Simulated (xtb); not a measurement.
xtb 6.7.1, GFN1-xTB: CC(O)C[O], charge 0, multiplicity 2, 12 atoms. The geometry is a generated start, not checked to be a minimum at this level.

```
Quantity                                                                                                       Result
------------------------  -------------------------------------------------------------------------------------------
method                                                                                                       GFN1-xTB
--acc                                                                                                     1 (default)
--etemp (K)                                                                                             300 (default)
detailed input (--input)  none: ANC optimiser, Lindh (1995) Hessian, microcycle=20, maxdispl=1.0, hlow=0.01 (default)
basis functions                                                                                                    34
valence electrons                                                                                                  31
```

```xyz
12

C      1.2899     0.0322     0.0104
C     -0.1749     0.3949    -0.2313
O     -0.6597     1.3432     0.6968
C     -1.0654    -0.8530    -0.0968
O     -0.8493    -1.8411    -0.9193
H      1.9419     0.8730    -0.2183
H      1.4351    -0.2554     1.0500
H      1.5526    -0.8061    -0.6290
H     -0.2849     0.7816    -1.2583
H     -0.0362     2.0756     0.7466
H     -1.0098    -1.2109     0.9650
H     -2.1392    -0.5339    -0.1159
```

Charge 0 and multiplicity 2 are set for this test and not shown to be the ground state. GFN-xTB has no spin term: --uhf 1 sets the occupations alone.

The structure is relaxed from this start with --opt LEVEL for the levels crude, sloppy, loose, lax, normal, tight, vtight, extreme, once each. Up to the end of the extreme run atoms move by at most 0.57 Å along an axis.

Problem. Choose the cheapest level whose final energy lies within 5 meV of that of extreme.

Solution. sloppy: 31 cycles against 38, ending 1.4 meV above.

```
level    cycles  energy above the extreme run (meV)  gradient norm (eV/Å)
-------  ------  ----------------------------------  --------------------
crude         2                                 270                  0.45
sloppy       31                                 1.4                  0.12
loose        31                                 1.4                  0.12
lax          33                                0.14                 0.040
normal       34                               0.057                 0.034
tight        36                          under 0.01                 0.018
vtight       37                          under 0.01                0.0039
extreme      38                                   —                0.0022
```
